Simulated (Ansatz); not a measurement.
Results of r²SCAN in Ansatz (plane waves, PAW) for HoRh2 (Fd-3m, No. 227).

Run with plane-wave cutoff 500 eV, 14×14×14 k mesh, Fermi–Dirac smearing 0.1 eV, spin-polarised start, scalar-relativistic PAW data made under PBE.

Computed at the level's own relaxed cell.

Problem. Predict the equilibrium volume per atom and equilibrium lattice constant a.

Solution. 
equilibrium volume per atom: 17.42 Å³/atom
equilibrium lattice constant a: 7.478 Å

Note: the magnetic order was assumed, not searched for or taken from measurement; the 4f shell is treated without U or exact exchange, so its levels and filling can be wrong.

Spin–orbit coupling is not included.

Ansatz is a first-principles code.
